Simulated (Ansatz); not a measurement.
# CaC2 (within 0.1 Å of C2/m, No. 12, 6 atoms in the cell; start mp-642822)

These are r²SCAN+rVV10 (plane waves, PAW; Ansatz, a first-principles code) values and carry that method's errors.

Run with plane-wave cutoff 500 eV, 12×12×6 k mesh (along the axes of the cell as run), Fermi–Dirac smearing 0.05 eV, scalar-relativistic PAW data made under PBE.

Cell (relaxed at this level):

CaC2 is modelled in the triclinic space group P-1 (No. 2), Pearson symbol aP3. Cell: a = 3.8475 Å, b = 3.8496 Å, c = 4.0673 Å, α = 64.16°, β = 63.56°, γ = 89.79°. Ca on 1c is coordinated by 2 C at 2.566 Å and 8 C at 2.723–2.870 Å. C on 2i sees 1 C at 1.252 Å and 1 Ca at 2.566 Å and 4 Ca at 2.723–2.870 Å. (Neighbours: up to the widest gap in distance over summed covalent radii, below 1.35, at either atom; cation-cation and far metal-metal contacts left out.)
(The calculation used a cell of 6 atoms; values per cell refer to that cell.)

```json
{
  "band_gap": "1.62 eV (on the SCF k mesh)"
}
```

A start named mp-… is a Materials Project structure, which need not be a measured phase.
